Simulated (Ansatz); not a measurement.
**Amorphous In$_{16}$Ga$_{8}$O$_{36}$**

A CHGNet melt-quench gave the starting glass, which DFT then relaxed. O atoms were pushed apart under 1.9 Å during the dynamics, to hinder bonds among them. It is the lowest in DFT energy of 2 quenches. It is a model cell: composition and starting density were chosen by hand, and all elements were melted together. No dispersion term was used.

Methods: PBE, scalar-relativistic without spin-orbit coupling (Ansatz, a first-principles code); HSE06, scalar-relativistic without spin-orbit coupling (Ansatz). Geometry, pressure, stress and energy are those of the PBE run. Its sampling: a 2×2×2 Γ-centred mesh; Fermi-Dirac width 0.02 eV; no spin polarisation. Other functionals are single points at the zone centre (r2SCAN at 500 eV; exact exchange cut at the cell's faces), free to take moments where seeds were set. At PBE the levels at the filled edge of the gap are localised (band-tail or defect states), and the nearest spread-out levels lie 1.0 eV apart at the zone centre.

```json
{
 "number_of_atoms_in_the_cell": "60",
 "Density (volume relaxed, without dispersion)": "5.96 g/cm^3",
 "volume_per_atom": "13.80 Å^3",
 "Pressure on a 2×2×2 Γ-centred mesh": "0.14 GPa",
 "Largest force and stress component on that mesh (the relaxation ran on the zone centre alone)": "0.06 eV/Å and 2.2 GPa",
 "Energy relative to bixbyite In2O3 + beta Ga2O3 (lowest mix at this level among the phases computed, not always the ambient ones)": "0.131 eV/atom",
 "Level gap on a 2×2×2 Γ-centred mesh (PBE)": "0.66 eV",
 "Level gap at the zone centre (PBE)": "0.72 eV",
 "Level gap at the zone centre (HSE06)": "2.19 eV"
}
```

Bonds are counted up to In-In 3.12 Å, In-Ga 2.90 Å, In-O 2.68 Å, Ga-Ga 2.68 Å, Ga-O 2.28 Å, O-O 1.58 Å. Two cations that share two anions don't count as bonded, nor two that share one unless they lie closer than In-In 3.04 Å, In-Ga 2.82 Å, Ga-Ga 2.61 Å.

| Property | Result |
|---|---|
| Mean coordination of In by anions | 5.31 (1 with 4, 9 with 5, 6 with 6) |
| Mean coordination of Ga by anions | 4.25 (6 with 4, 2 with 5) |
| Mean coordination of O | 3.31 (25 with 3, 11 with 4) |
| Mean In-O bond | 2.194 Å (spread 0.110 Å, 85 counted) |
| Mean Ga-O bond | 1.906 Å (spread 0.062 Å, 34 counted) |

Its density started from a set value of 5.96 g/cm³. The quench (nominally 88 K/ps over its main leg) was far faster than any real one, so the model tends to hold more defects than a real film. A cell of this size samples the disorder only roughly. The volume was free in the relaxation, at fixed shape. Stress components on the final sampling reach 2.2 GPa.
